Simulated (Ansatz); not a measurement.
Bond-angle distributions (per cent of the angles at each element, bins of 10°) of a relaxed model of amorphous Al$_{32}$O$_{24}$N$_{16}$ at 2.82 g/cm³. Level of theory: PBE, scalar-relativistic without spin-orbit coupling (plane waves to 420 eV, PAW; Ansatz, a quantum-chemistry and plane-wave program).

Preparation: random packing, a CHGNet melt and quench, and a DFT relaxation. O and N atoms were pushed apart under 1.9 Å during the dynamics, to hinder bonds among them. The hot cell started wider than the set density and was brought back towards it in steps. It is the lowest in DFT energy of 2 quenches. It is a model cell: composition and starting density were chosen by hand, and all elements were melted together. No dispersion term was used. Its density started from a set value of 2.82 and ended at 2.82 g/cm³. The quench (nominally 590 K/ps over its main leg) was far faster than any real one, so the model tends to hold more defects than a real film. Values belong to this one cell and scatter from quench to quench. The volume was held where the preparation left it and the shape relaxed, at a PBE pressure of -2.8 GPa (tension). Stress components on the final sampling reach 2.9 GPa.

Neighbours within Al-Al 2.66 Å, Al-O 2.36 Å, Al-N 2.44 Å, O-O 1.58 Å, O-N 1.64 Å, N-N 1.70 Å count as bonded. Two cations that share two anions don't count as bonded, nor two that share one unless they lie closer than Al-Al 2.59 Å.

```csv
angle (°),at Al,at O,at N
50-60,0,0,0
60-70,0,0,0
70-80,3,0,1
80-90,16,9,20
90-100,22,21,16
100-110,17,12,17
110-120,20,22,14
120-130,10,18,22
130-140,6,10,5
140-150,3,6,2
150-160,2,3,2
160-170,1,0,0
170-180,1,0,1
```

They go with these counts of neighbours within the cut-offs, cation contacts included: Al mean 4.2, most often 4; O mean 3.1, most often 3; N mean 3.8, most often 4.
